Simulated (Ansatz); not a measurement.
# Co, pressure series

Base system: Co in the hcp (Mg type) structure (space group P6_3/mmc, No. 194; a = 2.4939 Å, c = 4.0318 Å; ferromagnetic).

Cell and atoms are relaxed at each pressure.

Computed with PBE (Ansatz, a program for electronic structure; PAW; 420 eV plane waves; no SOC).

| P (GPa) | V (Å³/atom) |
|---|---|
| -1.99 | 10.965 |
| -0.99 | 10.910 |
| 0.30 | 10.843 |
| 0.70 | 10.822 |
| 1.50 | 10.782 |
| 3.00 | 10.709 |
| 4.99 | 10.616 |
| 7.49 | 10.507 |
| 9.99 | 10.404 |

**Question.** Fit a third-order Birch–Murnaghan equation of state.

**Answer.** Least squares on P(V) = (3B₀/2)[(V₀/V)^(7/3) − (V₀/V)^(5/3)]·[1 + (3/4)(B₀′ − 4)((V₀/V)^(2/3) − 1)] gives V₀ = 10.86 Å³/atom, B₀ = 209 GPa and B₀′ = 5.2.

The magnetic state is the one reached from the starting moments; the real material's order can differ, and small cells can't hold many antiferromagnetic ones. Load acts through the strain it causes; cell and atoms are relaxed under it. Stability against distortions was not tested. No other phases were tried under pressure.
